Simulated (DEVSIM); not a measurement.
System: Pd/La2O3/p-Si capacitor, at 300 K.

```
layer (left to right)  material  thickness (nm)  Na (cm⁻³)
---------------------  --------  --------------  ---------
1                         La2O3            4.30          -
2                            Si            8500     4.6e15
```

Metal gate on the left, work function 5.2 eV. Fixed charge at the semiconductor interface 0 cm⁻² (in units of +e); no interface traps.

This is a model device: material constants are rounded textbook-type values typed into the input, and sizes, dopings and lifetimes were drawn at random. Values at 300 K.

| parameter | La2O3 | Si |
|---|---|---|
| gap (eV) | 5.8 | 1.124 |
| affinity (eV) | 1.8 | 4.05 |
| permittivity | 27 | 11.7 |
| Nc (cm⁻³) | - | 2.86e19 |
| Nv (cm⁻³) | - | 3.1e19 |

Model (solved in DEVSIM): 1D Poisson equation in equilibrium, Boltzmann statistics, complete ionisation; no quantum confinement or tunnelling. Metal contacts follow the ideal Schottky-Mott rule: no Fermi-level pinning, no interface dipoles.

Question: Tabulate band edges, carrier densities and field at 0.7 V on the gate.

Answer: Energies count from the Fermi level of the right contact; mesh points crowd at the junctions.

```
x (μm)    Ec (eV)  Ev (eV)  n (cm⁻³)  p (cm⁻³)  field (V/cm)
--------  -------  -------  --------  --------  ------------
0.000       2.700   -3.100     < 1e2     < 1e2         11000
0.001206    2.701   -3.099     < 1e2     < 1e2         11000
0.002758    2.703   -3.097     < 1e2     < 1e2         11000
0.004070    2.704   -3.096     < 1e2     < 1e2         11000
0.006037    0.459   -0.665    5.6e11     2.1e8         24000
0.009675    0.468   -0.656    4.0e11     2.9e8         24000
0.01839     0.488   -0.636    1.8e11     6.4e8         23000
0.04980     0.558   -0.566    1.2e10     9.6e9         21000
0.1084      0.669   -0.455     1.6e8    7.1e11         17000
0.2487      0.837   -0.287    250000    4.7e14          7100
0.5571      0.896   -0.228     26000    4.5e15            87
1.698       0.896   -0.228     25000    4.6e15           ≈ 0
3.958       0.896   -0.228     25000    4.6e15           ≈ 0
6.489       0.896   -0.228     25000    4.6e15           ≈ 0
7.824       0.896   -0.228     25000    4.6e15           ≈ 0
8.213       0.896   -0.228     25000    4.6e15           ≈ 0
8.380       0.896   -0.228     25000    4.6e15           ≈ 0
8.450       0.896   -0.228     25000    4.6e15           ≈ 0
8.487       0.896   -0.228     25000    4.6e15           ≈ 0
8.498       0.896   -0.228     25000    4.6e15           ≈ 0
8.502       0.896   -0.228     25000    4.6e15           ≈ 0
8.504       0.896   -0.228     25000    4.6e15           ≈ 0
```
